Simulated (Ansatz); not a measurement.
**CdS: In on a Cd site**

Base system: an 8-atom supercell of CdS in the zinc blende structure (space group F-43m, No. 216; a = 5.9266 Å) at its relaxed geometry.

The change: a neutral In on a Cd site, atoms relaxed at fixed cell, starting from a slightly rattled geometry.

Calculations: PBE (Ansatz, a first-principles code), without spin-orbit coupling. k-mesh 4×4×4 (Γ-centred); smearing 0.01 eV (Fermi–Dirac).

The pressure goes from zero to 2.4 GPa and the largest displacement of a host atom from its site in the perfect cell is 0.03 Å.

Final structure:

```xyz
8
Lattice="-5.9266 0.0000 0.0000 0.0000 0.0000 5.9266 0.0000 5.9266 0.0000" Properties=species:S:1:pos:R:3 pbc="T T T"
S     -1.4873     4.4370     4.4365
S     -4.4211     1.5046     4.4341
S     -4.4215     4.4386     1.4999
S     -1.4880     1.5040     1.5034
In     0.0084     0.0098     0.0047
Cd    -2.9545     2.9692     0.0056
Cd    -2.9545     0.0055     2.9694
Cd     0.0092     2.9728     2.9677
```

The magnetic state is the one reached from the starting moments; the real material's order can differ, and small cells can't hold many antiferromagnetic ones. In so small a cell the defect repeats every few ångströms: this is an ordered compound, not a dilute defect. A case with no gap was solved on a k-mesh chosen for an insulator, which is coarse for it. Seeded moments were not kept for In on a Cd site. The defect cell is spin-polarised and ends with 0.0 μB.
